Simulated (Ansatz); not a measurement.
Consider a periodic stack without vacuum, monoclinic HfO2 (0 0 1) on alpha cristobalite (0 0 1) (film strained to the substrate, started from cuts of the bulks and a machine-learned relaxation; slabs Si8O14 and Hf10O24, which can lie off the formulas): substrate slab Si8O14, film Hf10O24, surface cells [[0, 1], [-1, 0]] and [[0, 1], [-1, 0]], film strained by -2.5 and -1.5 %, outermost planes Si/Si and O/O as cut, which need not be the usual terminations and can put a slab off its formula. Its start:

```xyz
56
Lattice="5.0831 0.0000 -0.0210 0.0000 5.0831 -0.0704 -2.6737 0.8491 29.6630" Properties=species:S:1:pos:R:3 pbc="T T T"
Si     0.8816     0.7696     3.7881
Si     3.1268     3.5385    -0.0558
Si     3.4050     1.0267     1.8761
Si     1.1963     3.3467     5.6269
O      1.2145     1.9059     4.9086
O      2.0350     0.6895     2.6777
O      3.3797     2.5532     1.2881
O      4.5683     1.0315     3.0156
O      0.7703     4.4659     4.5576
O      3.5947    -0.1193     0.7437
Si     0.9074     0.8426    11.1392
Si     3.7661     3.7040     7.4399
Si     3.4527     1.1956     9.3026
Si     1.4513     3.4238    12.8633
O      1.3301     1.9520    12.2719
O      2.0164     0.8070     9.9698
O      3.3664     2.6708     8.6438
O     -0.5413     1.2188    10.5441
O      0.1433     3.3174     6.8813
O      0.8157     4.4751    11.8207
O      2.6643     3.6686     6.2594
O      3.8455     0.1088     8.1744
Hf     2.7771     3.2447    16.0925
Hf     0.2199     1.0784    16.6538
O      1.4432     4.5111    16.9436
O     -0.5341     5.3755    18.4486
O     -0.9210     4.7024    15.7369
O      2.3415     3.9517    14.0038
O     -0.8942     2.6513    17.5807
O      1.7168     2.1473    17.9359
O      1.4276     1.9335    15.2771
O     -1.0981     1.7481    15.0652
Hf     2.7847     4.1623    21.5075
Hf     3.1754     1.5170    19.3157
Hf     0.2481     1.9536    22.0081
Hf     0.6376     3.7263    18.8147
O      1.3991     5.3709    22.3306
O     -0.4740     1.1835    23.8800
O     -1.1590     0.7512    21.2054
O      2.0224     4.9305    19.6470
O     -0.8434     3.5218    22.9566
O      1.7560     3.0396    23.2587
O      1.6881     2.6003    20.5925
O     -0.7957     3.0784    20.2549
Hf     2.8454     5.0519    26.9477
Hf    -1.8613     2.4003    24.7029
Hf     0.4089     2.7253    27.2132
Hf     0.6870     4.6134    24.2068
O      1.5345     1.2584    27.6746
O     -0.6565     3.0597    29.0042
O     -1.1072     1.5956    26.5275
O      2.0565     5.8405    25.0222
O     -0.8214     5.0754    28.6327
O      1.6119     3.9977    28.4702
O      1.7876     3.5186    25.8710
O     -0.7274     3.9682    25.6877
```

The start was prepared with a machine-learned potential, and the result is one local minimum, with the in-plane cell held and forces under 0.04 eV/Å; the film can end far from its bulk form.

Calculation: PBE (plane waves to 420 eV, PAW; Ansatz, a quantum-chemistry and plane-wave program). No spin–orbit coupling; the runs are not spin-polarised; PBE gaps are too small against experiment. Its k-point mesh 5×5×1, Fermi–Dirac width 0.05 eV.

Q: Predict the relaxed interface.

A: The interface area comes out as 25.8 Å², the period comes out as 29.17 Å and the heights between the nearest atoms of the two slabs at the two interfaces comes out as 0.48 and 1.01 Å. The O–Si contacts across the interfaces within 1.22 times the sum of covalent radii comes out as 4, mean 1.66 Å and the Hf–Si contacts across the interfaces within 1.22 times the sum of covalent radii comes out as 2, mean 3.03 Å.
